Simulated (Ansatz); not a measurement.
What Ga → B does to GaN

Start from GaN in the wurtzite structure (space group P6_3mc, No. 186; a = 3.183 Å, c = 5.184 Å).

Now apply this change: full substitution Ga → B; the structure is relaxed again.

All numbers come from r2SCAN (Ansatz, a program for electronic structure), no spin-orbit coupling. Settings: 15×15×8 k-points, 0.05 eV Fermi–Dirac smearing, for the changed cell.

- Volume per atom: 5.90 Å³ (base 11.37 Å³)
- Density: 3.49 g/cm³ (base 6.11 g/cm³)
- Lattice parameter a: 2.544 Å (base 3.183 Å)
- c/a ratio: 1.654 (base 1.628)
- Shortest interatomic distance: 1.561 Å (base 1.946 Å)
- Band gap: 5.75 eV (base 2.35 eV)
- Gap character: indirect, Γ → K (base direct at Γ)
- Width of the top valence band: 5.63 eV (base 2.85 eV)
- Electron mass: 0.30 mₑ along c, 0.50 mₑ across (at K) (base 0.17 mₑ along c, 0.19 mₑ across (at Γ))
- Valence-band top at Γ (three highest levels, from the VBM): 0.00, 0.00, -0.27 eV (base 0.00, 0.00, -0.04 eV)

Final structure:

```xyz
4
Lattice="2.5440 0.0000 0.0000 -1.2720 2.2031 0.0000 0.0000 0.0000 4.2077" Properties=species:S:1:pos:R:3 pbc="T T T"
B      1.2720     0.7344     4.2073
B      0.0000     1.4688     2.1035
N      1.2720     0.7344     2.6311
N      0.0000     1.4688     0.5272
```

Masses are band curvatures over ±0.01 Å⁻¹ around the edge. No phonon test of stability was made.
